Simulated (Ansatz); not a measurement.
**GaAs: pressure series**

Start from GaAs (space group Pa-3, No. 205; a = 6.9270 Å; a cell from a computed database, its experimental status unchecked).

Cell and atoms are relaxed at each pressure.

The values are results of DFT with PBEsol, PAW potentials and a 420 eV plane-wave cutoff in Ansatz (a quantum-chemistry and plane-wave program), spin-orbit coupling left out, not measurements.

Notes on the quantities. enthalpy: H = E + PV relative to the base's energy.

| case | shortest interatomic distance | enthalpy |
|---|---|---|
| base | 2.425 Å | – |
| pressure −2 GPa | 2.436 Å | -0.26 eV/atom |
| pressure −1 GPa | 2.430 Å | -0.13 eV/atom |
| pressure 0.3 GPa | 2.423 Å | +0.04 eV/atom |
| pressure 0.7 GPa | 2.421 Å | +0.09 eV/atom |
| pressure 1.5 GPa | 2.418 Å | +0.19 eV/atom |
| pressure 3 GPa | 2.411 Å | +0.38 eV/atom |
| pressure 5 GPa | 2.403 Å | +0.63 eV/atom |
| pressure 7.5 GPa | 2.395 Å | +0.93 eV/atom |
| pressure 10 GPa | 2.386 Å | +1.22 eV/atom |

Load acts through the strain it causes; cell and atoms are relaxed under it. Stability against distortions was not tested. Competing high-pressure phases were not computed. The final runs are not spin-polarised. This is not the structure that GaAs has at room temperature and ambient pressure.
